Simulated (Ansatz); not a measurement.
Evanescent states of BaZrO3 (Pm-3m, cubic perovskite, 5 atoms a cell, 14.9 Å³ an atom) along the normal of (110)

All values below come from r2SCAN (plane waves, PAW; Ansatz, a quantum-chemistry and plane-wave program).

No gap correction and no spin-orbit coupling; mid-gap values are interpolated between computed energies.

Energies count from the valence-band top; κ is the least over a 8×6 mesh across the current.

| E (eV) | κ (1/Å) | where |
|---|---|---|
| 0.09 | 0.141 | off Γ |
| 0.27 | 0.213 | Γ |
| 0.45 | 0.241 | Γ |
| 0.63 | 0.263 | Γ |
| 0.81 | 0.279 | Γ |
| 0.99 | … | Γ |
| 1.17 | … | Γ |
| 1.35 | … | Γ |
| 1.53 | … | Γ |
| 1.71 | … | Γ |
| 1.89 | … | Γ |
| 2.07 | … | Γ |
| 2.25 | … | Γ |
| 2.43 | … | Γ |
| 2.61 | … | Γ |
| 2.79 | … | Γ |
| 2.97 | 0.236 | Γ |
| 3.15 | 0.212 | Γ |
| 3.33 | 0.180 | Γ |
| 3.51 | 0.136 | Γ |
| 3.69 | 0.052 | Γ |

### Question
Fill in the missing entries.

### Answer

- 0.99, κ (1/Å): 0.292
- 1.17, κ (1/Å): 0.300
- 1.35, κ (1/Å): 0.306
- 1.53, κ (1/Å): 0.308
- 1.71, κ (1/Å): 0.308
- 1.89, κ (1/Å): 0.305
- 2.07, κ (1/Å): 0.300
- 2.25, κ (1/Å): 0.292
- 2.43, κ (1/Å): 0.282
- 2.61, κ (1/Å): 0.270
- 2.79, κ (1/Å): 0.255
